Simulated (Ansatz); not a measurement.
C: response to strain

Base system: C in the diamond structure (space group Fd-3m, No. 227; a = 3.560 Å). Axes: x, y, z lie along the cube axes.

Strains are applied to the cell and any free atomic positions relax; under biaxial strain the out-of-plane vector relaxes too; under stress the whole cell relaxes.

Level of theory: r2SCAN (Ansatz, a first-principles code; PAW; 500 eV plane waves; no spin-orbit coupling).

Notes on the quantities. pressure: mean of the normal stresses, compression positive; energy relative to the base: free energy F.

| case | pressure | band gap | smallest direct gap | energy relative to the base | space group |
|---|---|---|---|---|---|
| base | 0.0 kbar | 4.36 eV | 5.90 eV | 0 meV/atom | Fd-3m (No. 227) |
| biaxial strain +2.93 %, plane normal [001], relaxed out of plane | [?] | [?] | [?] | [?] | I4_1/amd (No. 141) |
| biaxial strain +1.45 %, plane normal [110], relaxed out of plane | -115.4 kbar | 4.19 eV | 5.49 eV | +9.1 meV/atom | Imma (No. 74) |
| biaxial strain +2.46 %, plane normal [110], relaxed out of plane | -187.5 kbar | 4.08 eV | 5.23 eV | +26 meV/atom | Imma (No. 74) |
| biaxial strain −0.55 %, plane normal [111], relaxed out of plane | 48.4 kbar | 4.38 eV | 5.80 eV | +1.4 meV/atom | R-3m (No. 166) |
| isotropic strain −5.36 % | 1003.3 kbar | 4.77 eV | 6.37 eV | +0.237 eV/atom | Fd-3m (No. 227) |
| isotropic strain −1.70 % | 254.6 kbar | 4.49 eV | 6.04 eV | +22 meV/atom | Fd-3m (No. 227) |
| isotropic strain +3.17 % | -354.8 kbar | 4.15 eV | 5.63 eV | +66 meV/atom | Fd-3m (No. 227) |
| tensor shear ε_yz = −3.57 % | 25.8 kbar | 3.52 eV | 4.75 eV | +53 meV/atom | Imma (No. 74) |
| uniaxial stress, 3 GPa tension along z | – | 4.32 eV | 5.86 eV | +0.1 meV/atom | I4_1/amd (No. 141) |

**Question.** Some entries are withheld; estimate them.

**Answer.** 
- biaxial strain +2.93 %, plane normal [001], relaxed out of plane, pressure: -210.8 kbar
- biaxial strain +2.93 %, plane normal [001], relaxed out of plane, band gap: 3.34 eV
- biaxial strain +2.93 %, plane normal [001], relaxed out of plane, smallest direct gap: 5.11 eV
- biaxial strain +2.93 %, plane normal [001], relaxed out of plane, energy relative to the base: +34 meV/atom

A biaxial case was relaxed in a doubled cell and then solved in the primitive one. Semilocal Kohn–Sham gaps tend to fall short of experiment. Beyond what the load breaks, stability against distortions was not tested.
